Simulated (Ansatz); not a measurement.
# fcc Pt (0 0 1) on zinc-blende AlAs (0 0 1) (film strained to the substrate, started from cuts of the bulks and a machine-learned relaxation; slabs Al6As5 and Pt12, which can lie off the formulas)

A periodic stack without vacuum, fcc Pt (0 0 1) on zinc-blende AlAs (0 0 1) (film strained to the substrate, started from cuts of the bulks and a machine-learned relaxation; slabs Al6As5 and Pt12, which can lie off the formulas): substrate slab Al6As5, film Pt12, surface cells [[1, 0], [1, 1]] and [[0, -1], [2, 1]], film strained by +2.0 and +2.0 %, outermost planes Al/Al and Pt/Pt as cut, which need not be the usual terminations and can put a slab off its formula.

The start was prepared with a machine-learned potential, and the result is one local minimum, with the in-plane cell held and forces under 0.04 eV/Å; the film can end far from its bulk form.

Level of theory: PBE (plane waves to 420 eV, PAW; Ansatz, a quantum-chemistry and plane-wave program). Spin–orbit coupling is left out; the runs are not spin-polarised; PBE gaps are too small against experiment. Its k-point mesh 8×8×1, Fermi–Dirac width 0.05 eV.

| Property | Value |
|---|---|
| interface area | 16.4 Å² |
| period | 27.20 Å |
| heights between the nearest atoms of the two slabs at the two interfaces | 1.53 and 1.52 Å |
| Al–Pt contacts across the interfaces within 1.22 times the sum of covalent radii | 8, mean 2.54 Å |
| As–Pt contacts across the interfaces within 1.22 times the sum of covalent radii | 2, mean 3.01 Å |
| hole barrier (PBE) | 0.51 eV |
| electron barrier (PBE) | 0.99 eV |

```
CELL_PARAMETERS angstrom
      4.05055     0.00000    -0.07248
      0.00000     4.05074    -0.00038
     -1.54177     0.00286    27.23397
ATOMIC_POSITIONS crystal
  Al 0.92772 0.04347 0.13027
  Al 0.37455 0.54347 0.02379
  Al 0.03307 0.04348 0.34100
  Al 0.48043 0.54346 0.23566
  Al 0.13928 0.04348 0.55318
  Al 0.58563 0.54349 0.44641
  As 0.90190 0.54348 0.07832
  As 0.00683 0.54349 0.28830
  As 0.45417 0.04347 0.18298
  As 0.11170 0.54349 0.49845
  As 0.55944 0.04349 0.39362
  Pt 0.20461 0.04349 0.68382
  Pt 0.70419 0.54349 0.68282
  Pt 0.66768 0.04346 0.60971
  Pt 0.16775 0.54347 0.60954
  Pt 0.27431 0.04350 0.82327
  Pt 0.77451 0.54349 0.82368
  Pt 0.73976 0.04349 0.75414
  Pt 0.23941 0.54350 0.75343
  Pt 0.34625 0.04346 0.96734
  Pt 0.84647 0.54343 0.96787
  Pt 0.80975 0.04348 0.89418
  Pt 0.30946 0.54348 0.89368
```
